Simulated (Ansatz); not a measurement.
Worked example: zone-centre phonon calculation of KF (Fm-3m, 2 atoms in the cell) in Ansatz (a first-principles code).

Computed with PBE (plane waves, PAW; Ansatz).

```yaml
crystal:
  lattice:
    - [0.00000, 2.68838, 2.68838]
    - [2.68838, 0.00000, 2.68838]
    - [2.68838, 2.68838, 0.00000]
  atoms:
    - { symbol: K, position: [0.00000, 0.00000, 0.00000] }
    - { symbol: F, position: [0.50000, 0.50000, 0.50000] }
```

Reference input (self-consistent single point, DFT, PBE, plane waves, default PAW files): basis.ecutwfc = 30.9 Ry; kpoints.mp_grid.grid = 8 8 8; hamiltonian.xc = pbe; hamiltonian.pseudopotentials = {kind: paw} (the program's default PAW files); scf.occupations.method = fermi_dirac; scf.occupations.width = 0.0037 Ry. This run's input differs from it in these lines:

Ansatz 0.2 input:
```diff
@@ -9,3 +9,3 @@
 basis:
-  ecutwfc: 30.9 Ry
+  ecutwfc: 26.1 Ry
 kpoints:
@@ -16,7 +16,7 @@
 scf:
-  occupations: { method: fermi_dirac, width: 0.0037 Ry }
-output:
-  forces: true
-  eigenvalues: true
-  stress: true
+  occupations: { method: fixed }
+phonons:
+  method: dfpt
+  dielectric: true
+  rigid_motions: translations
```

The program printed (abridged):

```
SCF iter   1: F=—  HF=-2348.708752 eV  |F-HF|=—  |Δ(HF+E_count)|=         —  Δρ=4.52e-3  dr2=1.29e-3  ethr=1.77e-3  ⟨swp⟩=4.3  Hψ=3822  notcnv=0  defer=95
all-band conjugate gradients solve this SCF's bands
preconditioner: auto → none
SCF iter   2: F=—  HF=-2348.708876 eV  |F-HF|=—  |Δ(HF+E_count)|=   1.24e-4  Δρ=1.72e-3  dr2=2.41e-4  ethr=8.08e-6  ⟨swp⟩=2.0  Hψ=1713  notcnv=0  defer=116
SCF iter   3: F=—  HF=-2348.709137 eV  |F-HF|=—  |Δ(HF+E_count)|=   2.61e-4  Δρ=8.26e-4  dr2=5.28e-5  ethr=1.51e-6  ⟨swp⟩=2.0  Hψ=999  notcnv=0  defer=114
   [... lines left out ...]
SCF iter   6: F=—  HF=-2348.709185 eV  |F-HF|=—  |Δ(HF+E_count)|=   5.52e-7  Δρ=1.26e-5  dr2=5.82e-8  ethr=6.04e-10  ⟨swp⟩=2.8  Hψ=1139  notcnv=0
SCF iter   7: F=—  HF=-2348.709185 eV  |F-HF|=—  |Δ(HF+E_count)|=   1.23e-8  Δρ=2.02e-6  dr2=1.24e-9  ethr=3.64e-10  ⟨swp⟩=2.0  Hψ=879  notcnv=0
SCF iter   8: F=—  HF=-2348.709185 eV  |F-HF|=—  |Δ(HF+E_count)|=  1.07e-10  Δρ=5.80e-7  dr2=1.11e-10  ethr=7.74e-12  ⟨swp⟩=2.0  Hψ=961  notcnv=0
SCF iter   9: F=-2348.709185 eV  HF=-2348.709185 eV  |F-HF|=0.00e0  |Δ(HF+E_count)|=  2.55e-11  Δρ=7.54e-9  dr2=1.53e-14  ethr=1.00e-12  ⟨swp⟩=6.4  Hψ=3792  notcnv=0
SCF 1 converged in 9 iterations: F = -2348.709185 eV  dr2 = 1.53e-14
DFPT response loops at Γ: preconditioner auto → none (the input reference at scf.mixing.eps_inf says where Resta's filter doesn't serve); β = 0.50 …
Free energy (F): -2348.709185 eV
Internal energy: -2348.709185 eV  (E = F + TS)
E sigma→0 (E₀):  -2348.709185 eV
Fermi energy:    1.324462 eV
--- Phonons (Γ-DFPT): 2 representative perturbations + reference, on 59 of 512 k-points (Σ response iterations 6) ---
  k mesh reduced under 8 symmetry operations, with k and −k counted as one. Each operation leaves every solved perturbation unchanged …
  ASR residual: 3.396e-6 → 0.000e0 eV/Å²; symmetrization residual: 2.019e-6 eV/Å²
   [... lines left out ...]
  k-mesh period / interband length: 30.4 Å / 0.84 Å = 36.05 at k = (0.0000, 0.0000, 0.0000), direct gap 6.091 eV — 14 or more, which is no proof of convergence
   [... lines left out ...]
        308.86      1             2.3257
  optical modes at Γ + LO–TO along q̂ = [0.0000, 1.0000, 0.0000]:
      ω (cm⁻¹)  modes    IR ((D/Å)²/amu)
        175.16      2             4.6515
        308.86      1             2.3257
  optical modes at Γ + LO–TO along q̂ = [0.0000, 0.0000, 1.0000]:
      ω (cm⁻¹)  modes    IR ((D/Å)²/amu)
        175.16      2             4.6515
        308.86      1             2.3257
```

The run converged in 9 iterations. 

Summary of the result:
* **Free energy E − TS (on the zero of these files)**: -2348.7092 eV
* **Top of the valence band (on the code's own zero)**: 1.32 eV
* **Gap on the k-point mesh**: 6.09 eV
* **Zone-centre frequencies (cm⁻¹; negative means imaginary)**: 0, 0, 0, 175, 175, 175
* **ε∞ at this k-point mesh, which may be far from converged in small-gap cells (xx, yy, zz)**: 1.97, 1.97, 1.97
* **Born charges at this mesh (mean of the diagonal, e)**: K 1.14, F -1.14

The starting cell has typed, rounded lattice constants, without a prior relaxation at this level. Its lattice was rescaled by up to half a per cent. The cutoff lies below the one recommended for these files. The frequencies listed for the zone centre hold no LO-TO term.
